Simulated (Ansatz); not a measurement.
Consider Ba3P2 (space group P-3m1, No. 164; a = 5.192 Å, c = 8.058 Å; a hypothetical phase, not in the database extracts checked).

(Cell as relaxed with PBE.)

Levels (all Ansatz, a program for electronic structure, PAW): PBE (420 eV, scalar-relativistic without spin-orbit coupling); r2SCAN (500 eV, no spin-orbit coupling).

Each level relaxes its own structure.

| quantity | PBE | r2SCAN |
|---|---|---|
| volume per atom | 37.63 Å³ | (withheld) |
| lattice parameter a | 5.192 Å | (withheld) |
| lattice parameter c | 8.058 Å | (withheld) |
| band gap | 0.99 eV | (withheld) |
| gap character | indirect, H → K | (withheld) |
| electron mass | 1.2 mₑ along c, 0.72 mₑ across | (withheld) |
| hole mass | 1.4 mₑ along c, 0.95 mₑ across | (withheld) |

Problem. What does r2SCAN give?

Solution. 
- volume per atom, r2SCAN: 35.88 Å³
- lattice parameter a, r2SCAN: 5.460 Å
- lattice parameter c, r2SCAN: 6.949 Å
- band gap, r2SCAN: 0.60 eV
- gap character, r2SCAN: indirect, Γ → K
- electron mass, r2SCAN: 0.44 mₑ along c, 0.41 mₑ across
- hole mass, r2SCAN: 0.23 mₑ along c, 1.2 mₑ across

PBE's volume per atom lies 1.75 Å³ above r2SCAN's (4.9 %); PBE's lattice parameter a lies 0.2674 Å below r2SCAN's (4.9 %); PBE's lattice parameter c lies 1.1082 Å above r2SCAN's (15.9 %); PBE's band gap lies 0.384 eV above r2SCAN's; they disagree on the gap character. The two levels end in clearly different cell shapes (a soft spacing or a collapse), which may drive these differences. Neither level is exact; r2SCAN is the comparison here, not a measurement.

Effective masses come from finite differences of ±0.01 Å⁻¹. Stability against distortions was not tested.
